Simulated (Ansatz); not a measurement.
System: quartz-high SiO₂ (high-temperature phase). Method: r²SCAN+rVV10 (Ansatz, a first-principles code, plane waves, PAW).

Settings: plane-wave cutoff 560 eV, 12×12×6 k mesh (along the axes of the cell as run), Fermi–Dirac smearing 0.01 eV, scalar-relativistic PAW data made under PBE.

Properties against volume:

Shape and atoms are relaxed at each volume.

| V (Å³/atom) | P (GPa) | direct gap at Γ (eV) | smallest gap on the k mesh (eV) | c (Å) |
|---|---|---|---|---|
| 13.038 | 6.16 | 6.454 | 6.311 | 5.495 |
| 13.309 | 2.98 | 6.425 | 6.262 | 5.513 |
| 13.581 | 0.00 | 6.380 | 6.198 | 5.535 |
| 13.853 | -2.79 | 6.319 | 6.121 | 5.563 |
| 14.124 | -5.41 | 6.248 | 6.035 | 5.589 |

The fundamental gap (6.19 eV at the equilibrium volume, with added k points) lies elsewhere than Γ–Γ.

Note: symmetry holds this phase in the static calculation, where it need not be a minimum; held by symmetry at 0 K, a high-temperature phase can be a saddle point; the bulk modulus comes from volumes at which shape and atoms were relaxed.
